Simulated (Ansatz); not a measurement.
Effect of W → Te on WSe2

The parent structure is WSe2 in the 2H-MoS2 type structure (space group P6_3/mmc, No. 194; a = 3.300 Å, c = 13.151 Å; layered, stacked along the Cartesian z axis).

Modification: every W is replaced by Te; the structure is relaxed again.

Calculations: plane-wave PAW DFT at the r2SCAN+rVV10 level (Ansatz, a program for electronic structure, 500 eV), no spin-orbit coupling. Settings: 14×14×4 k-points, 0.05 eV Fermi–Dirac smearing, for the changed cell.

The volume per atom rises by 6.74 Å³ (20.67 Å³ → 27.41 Å³) and the density shrinks by 3.386 g/cm³, from 9.15 g/cm³ to 5.77 g/cm³. The lattice parameter a increases by 0.499 Å to 3.799 Å and the c/a ratio shrinks by 0.520, from 3.985 to 3.465. The space group stays P6_3/mmc (No. 194) and the shortest interatomic distance grows by 0.328 Å (2.531 Å → 2.859 Å). The band gap changes from 1.12 eV to zero.

Spin-orbit coupling, missing from the scalar runs, can matter with Te and W. Whether these cells are dynamically stable was not tested. As relaxed here, TeSe2 is a hypothetical phase, not in the database extracts checked. The final runs are not spin-polarised. The zero or small gap of TeSe2 can change with the level of theory.
